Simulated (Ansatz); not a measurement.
# Pressure series in SiO2

The reference is SiO$_{2}$ in the rutile structure (space group P4_2/mnm, No. 136; a = 4.2359 Å, c = 2.6899 Å).

Cell and atoms are relaxed at each pressure.

Levels (all Ansatz, a quantum-chemistry and plane-wave program, PAW, earlier PAW set): PBE (420 eV, no spin-orbit coupling); r2SCAN (500 eV, scalar-relativistic without spin-orbit coupling).

The base cell above is that of PBE; each level relaxes its own structures.

```json
[
 {"case": "pressure −2 GPa", "lattice parameter a, PBE": "8.031 bohr", "lattice parameter a, r2SCAN": "7.930 bohr"},
 {"case": "pressure −1 GPa", "lattice parameter a, PBE": "8.018 bohr", "lattice parameter a, r2SCAN": "7.919 bohr"},
 {"case": "pressure 3 GPa", "lattice parameter a, PBE": "7.967 bohr", "lattice parameter a, r2SCAN": "7.877 bohr"},
 {"case": "pressure 7 GPa", "lattice parameter a, PBE": "7.922 bohr", "lattice parameter a, r2SCAN": "7.839 bohr"},
 {"case": "pressure 15 GPa", "lattice parameter a, PBE": "7.843 bohr", "lattice parameter a, r2SCAN": "7.772 bohr"},
 {"case": "pressure 30 GPa", "lattice parameter a, PBE": "7.723 bohr", "lattice parameter a, r2SCAN": "7.665 bohr"},
 {"case": "pressure 50 GPa", "lattice parameter a, PBE": "7.596 bohr", "lattice parameter a, r2SCAN": "7.549 bohr"},
 {"case": "pressure 75 GPa", "lattice parameter a, PBE": "7.469 bohr", "lattice parameter a, r2SCAN": "7.431 bohr"},
 {"case": "pressure 100 GPa", "lattice parameter a, PBE": "7.364 bohr", "lattice parameter a, r2SCAN": "7.332 bohr"}
]
```

PBE lies above r2SCAN in every row, by 0.032 bohr to 0.102 bohr. They put the cases in the same order.

Load acts through the strain it causes; cell and atoms are relaxed under it. Whether these cells are dynamically stable was not tested. Competing high-pressure phases were not computed.
